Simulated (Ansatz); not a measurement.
Input and output of a self-consistent single point for Na2SbAuF6 (P1, 10 atoms in the cell) (Ansatz, a first-principles code).

Method of the run: PBEsol, default PAW files made with PBE (plane waves; Ansatz).

```
Na2SbAuF6
1.0
    0.00000     4.61928     4.61928
    4.61928     0.00000     4.61928
    4.61928     4.61928     0.00000
Na Sb Au F
2 1 1 6
Cartesian
  6.85624   6.80769   6.99490
  2.29185   2.40888   2.29326
  0.03039   0.07845  -0.02085
  4.59248   4.60322   4.64046
  2.19878   4.70795   4.70131
  7.12439   4.52333   4.58261
  4.57024   2.08567   4.55706
  4.59412   7.09033   4.55158
  4.67842   4.70229   2.12488
  4.63666   4.56576   7.14835
```

Reference input (self-consistent single point, DFT, PBE0, plane waves, default PAW files made with PBE): basis.ecutwfc = 420 eV; kpoints.mp_grid.grid = 2 2 2; kpoints.mp_grid.shift = 0.5 0.5 0.5; hamiltonian.xc = pbe0; hamiltonian.pseudopotentials = {kind: paw} (the program's default PAW files); scf.occupations.method = fixed. This run's input differs from it in these lines:

Ansatz 0.2 input:
```diff
@@ -23,3 +23,3 @@
 hamiltonian:
-  xc: pbe0
+  xc: pbesol
   pseudopotentials:
```

Output (repeated stretches shortened):

```
SCF iter   1: F=—  HF=-27170.527891 eV  |F-HF|=—  |Δ(HF+E_count)|=         —  Δρ=1.20e-2  dr2=1.87e-1  ethr=1.77e-3  ⟨swp⟩=4.2  Hψ=793  notcnv=0  defer=32
all-band conjugate gradients solve this SCF's bands
preconditioner: auto → Resta (q_TF=auto, 2.411 Å⁻¹)
SCF iter   2: F=—  HF=-27170.483105 eV  |F-HF|=—  |Δ(HF+E_count)|=   4.48e-2  Δρ=3.98e-3  dr2=1.50e-2  ethr=1.99e-4  ⟨swp⟩=2.0  Hψ=392  notcnv=0  defer=32
   [... lines left out ...]
SCF iter   6: F=—  HF=-27170.480087 eV  |F-HF|=—  |Δ(HF+E_count)|=   1.49e-4  Δρ=3.17e-5  dr2=2.18e-6  ethr=2.11e-8  ⟨swp⟩=2.0  Hψ=326  notcnv=0  defer=22
SCF iter   7: F=—  HF=-27170.480090 eV  |F-HF|=—  |Δ(HF+E_count)|=   2.84e-6  Δρ=1.75e-5  dr2=5.15e-7  ethr=2.32e-9  ⟨swp⟩=2.0  Hψ=302  notcnv=0  defer=22
SCF iter   8: F=—  HF=-27170.480090 eV  |F-HF|=—  |Δ(HF+E_count)|=   2.87e-7  Δρ=9.21e-6  dr2=1.37e-7  ethr=5.47e-10  ⟨swp⟩=2.0  Hψ=324  notcnv=0  defer=22
SCF iter   9: F=-27170.480091 eV  HF=-27170.480091 eV  |F-HF|=1.51e-8  |Δ(HF+E_count)|=   4.96e-8  Δρ=1.85e-6  dr2=1.05e-8  ethr=1.06e-10  ⟨swp⟩=11.2  Hψ=1136  notcnv=0
SCF 1 converged in 9 iterations: F = -27170.480091 eV  dr2 = 1.05e-8
Free energy (F): -27170.480091 eV
Internal energy: -27170.480091 eV  (E = F + TS)
E sigma→0 (E₀):  -27170.480091 eV
Fermi energy:    4.040837 eV
--- Forces (eV/Å), atoms counted from 1 ---
  atom   1  Na     0.06615431     0.06500785     0.09763115
  atom   2  Na    -0.06938712    -0.02419801    -0.05499217
  atom   3  Sb    -0.18851154    -1.79867544     0.59271761
  atom   4  Au     0.14991767     0.23650193    -0.10540880
  atom   5  F      0.10482158     0.14585732    -0.13229010
  atom   6  F     -0.13384418     0.07347766     0.08980681
  atom   7  F     -0.06387105     1.14923847    -0.15719775
  atom   8  F      0.06807290    -0.03930956     0.03800059
  atom   9  F     -0.10575708     0.07544801     0.28345081
  atom  10  F      0.17239838     0.11662131    -0.65166486
--- Stress (GPa, compression-positive) ---
       -1.951083      -0.294192      -0.316588
       -0.294192      -0.126421      -0.214754
       -0.316588      -0.214754      -0.423618
  P = ⅓ Tr σ = -0.8337 GPa (-8.337 kbar)
  The stress holds the Pulay correction. Without it, at fixed plane waves, as pw.x and ABINIT print it: P = -1.2440 GPa
```

The run converged in 9 iterations. Against the reference run the pressure goes from 0.33 to -0.83 GPa, the largest force goes from 1.888 to 1.903 eV/Å and the gap on the mesh goes from 3.139 to 1.189 eV.

The starting cell comes from a database of computed structures (which also holds hypothetical and non-ambient phases and stackings), without a prior relaxation at this level. Its atoms were displaced at random from the sites of space group no. 225. Spin-orbit coupling is off. Forces in this geometry exceed 1 eV/Å. Ansatz's pressure includes its estimate of the finite-basis (Pulay) stress. The shifted mesh does not hold Γ, so a gap read on it misses any band edge there.
